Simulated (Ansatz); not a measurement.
The parent structure is Se (space group P3_121, No. 152; a = 4.5057 Å, c = 4.9913 Å; made of chains).

Structures relaxed with DFT with r2SCAN, PAW potentials and a 500 eV plane-wave cutoff in Ansatz (an electronic-structure program), no SOC.

Base:

Simulated powder pattern, Cu Kα1, λ = 1.54056 Å (kinematic, ideal powder, no thermal factors, no anomalous dispersion; the 10 strongest lines at most, above 2 %, up to 2θ = 90°):

| 2θ (°) | I/Imax (%) | hkl |
|---|---|---|
| 22.77 | 53 | (100) |
| 29.02 | 100 | (101) |
| 39.99 | 16 | (110) |
| 42.98 | 34 | (012) |
| 44.06 | 28 | (111) |
| 50.16 | 25 | (201) |
| 54.85 | 15 | (112) |
| 60.15 | 15 | (022) |
| 62.97 | 20 | (210) |
| 88.52 | 16 | (123) |

Modification: an isotropic linear strain of +0.71 %, atoms relaxed at fixed cell.

After the change:

Simulated powder pattern, Cu Kα1, λ = 1.54056 Å (kinematic, ideal powder, no thermal factors, no anomalous dispersion; the 10 strongest lines at most, above 2 %, up to 2θ = 90°):

| 2θ (°) | d (Å) | I/Imax (%) | hkl |
|---|---|---|---|
| 22.61 | 3.930 | 56 | (100) |
| 28.81 | 3.096 | 100 | (101) |
| 39.69 | 2.269 | 15 | (110) |
| 42.67 | 2.117 | 34 | (012) |
| 43.74 | 2.068 | 29 | (111) |
| 49.78 | 1.830 | 26 | (201) |
| 54.44 | 1.684 | 15 | (112) |
| 59.68 | 1.548 | 15 | (022) |
| 62.48 | 1.485 | 20 | (210) |
| 87.74 | 1.111 | 16 | (213) |

The indices refer to the base's conventional cell; one index is shown for lines that coincide.

Whether these cells are dynamically stable was not tested. No dispersion term is included, though the crystal is made of layers, chains or molecules, so its spacings can come out too wide.
